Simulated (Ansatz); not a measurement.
The reference is Al2Au (space group Fm-3m, No. 225; a = 6.0611 Å; relaxed with 0.1 eV smearing).

Level of theory: Ansatz (an electronic-structure program) PBE, no SOC.

For the base:

* **Pressure**: 0.0 GPa

Modification: the cell is scaled by 1.0250 in all directions; the atoms relax in the strained cell.

Question: Predict the new energy relative to the base and pressure.

Answer: The energy grows by 31 meV/atom; the pressure goes from zero to -6.4 GPa.

Stability against distortions was not tested.
